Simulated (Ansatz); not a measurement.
Start from CuI in the zinc blende structure (space group F-43m, No. 216; a = 6.021 Å).

Structures relaxed with r2SCAN (Ansatz, a first-principles code, PAW, no spin-orbit coupling), earlier PAW set.

Base:

Simulated powder pattern, Mo Kα, λ = 0.71073 Å (kinematic, ideal powder, no thermal factors, no anomalous dispersion; the 8 strongest lines at most, above 2 %, up to 2θ = 40°):

```csv
2θ (°),I/Imax (%),hkl
11.74,100,(111)
19.22,77,(220)
22.58,53,(311)
27.31,14,(400)
29.82,23,(331)
33.61,28,(422)
35.72,17,(511)
39.01,8.4,(440)
```

Now apply this change: a hydrostatic pressure of 30 GPa.

**Question.** Predict the new powder pattern.

**Answer.** 
Simulated powder pattern, Mo Kα, λ = 0.71073 Å (kinematic, ideal powder, no thermal factors, no anomalous dispersion; the 8 strongest lines at most, above 2 %, up to 2θ = 40°):

| 2θ (°) | d (Å) | I/Imax (%) | hkl |
|---|---|---|---|
| 13.02 | 3.135 | 100 | (111) |
| 15.04 | 2.715 | 7.8 | (200) |
| 21.34 | 1.920 | 74 | (220) |
| 25.08 | 1.637 | 50 | (311) |
| 30.36 | 1.357 | 13 | (400) |
| 33.15 | 1.246 | 21 | (331) |
| 37.40 | 1.108 | 25 | (422) |
| 39.77 | 1.045 | 15 | (511) |

The indices refer to the base's conventional cell; one index is shown for lines that coincide.

Load acts through the strain it causes; cell and atoms are relaxed under it. Stability against distortions was not tested. Tetrahedral semiconductors of this kind turn to denser phases somewhere between about 1 and 50 GPa; those were not computed, so compressed cells here can lie past the real transition. All final runs are without spin polarisation.
